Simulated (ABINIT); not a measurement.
Band structure of Li3In (I4/mmm, 4 atoms in the cell).

```yaml
crystal:
  lattice:
    - [-2.08073, 2.08073, 4.22808]
    - [2.08073, -2.08073, 4.22808]
    - [2.08073, 2.08073, -4.22808]
  atoms:
    - { symbol: Li, position: [0.75000, 0.25000, 0.50000] }
    - { symbol: Li, position: [0.25000, 0.75000, 0.50000] }
    - { symbol: Li, position: [0.50000, 0.50000, 0.00000] }
    - { symbol: In, position: [0.00000, 0.00000, 0.00000] }
```

Computed with LDA (PW92), PAW (JTH v2.0 LDA PAW) (plane waves; ABINIT).

Settings: pseudos = [Li.LDA_PW-JTH.xml, In.LDA_PW-JTH.xml]; ecut = 20 Ha; pawecutdg = 40 Ha; occopt = 7; tsmear = 0.00734986 Ha; ngkpt = 11 11 11; nshiftk = 1; shiftk = 0 0 0; potentials = JTH v2.0 LDA PAW; kptopt = 1; nstep = 60; tolvrs1 = 1e-11; ndtset = 2.

The starting cell comes from a database of computed structures (which also holds hypothetical and non-ambient phases and stackings), without a prior relaxation at this level.

These are the values that this program gave, and no reference: the one-centre exchange-correlation terms come from a truncated expansion.

Levels in eV from the Fermi level, bands 8 to 15:
| point | 8 | 9 | 10 | 11 | 12 | 13 | 14 | 15 |
|---|---|---|---|---|---|---|---|---|
| Γ | -13.99 | -6.59 | 0.32 | 2.18 | 2.18 | 3.29 | 3.74 | 3.74 |
| X | -13.96 | -4.23 | -1.77 | -1.43 | -0.75 | 1.20 | 3.32 | 4.78 |
| Y | -13.96 | -4.55 | -1.54 | -1.38 | -1.21 | 2.16 | 4.15 | 5.06 |
| S | -13.97 | -5.32 | -2.16 | -1.87 | 1.90 | 4.13 | 4.27 | 6.19 |
| Z | -13.99 | -5.89 | -2.82 | 0.60 | 0.60 | 3.64 | 5.04 | 8.22 |
| S1 | -13.97 | -5.32 | -2.16 | -1.87 | 1.90 | 4.13 | 4.27 | 6.19 |
| N | -13.96 | -5.37 | -2.62 | -0.01 | 0.97 | 2.88 | 4.24 | 5.50 |
| P | -13.96 | -4.23 | -1.61 | -1.61 | -0.88 | 1.87 | 3.44 | 4.18 |
| Y1 | -13.96 | -4.55 | -1.54 | -1.38 | -1.21 | 2.16 | 4.15 | 5.06 |

Bands cross the Fermi level along this path, so the cell is metallic at this level.
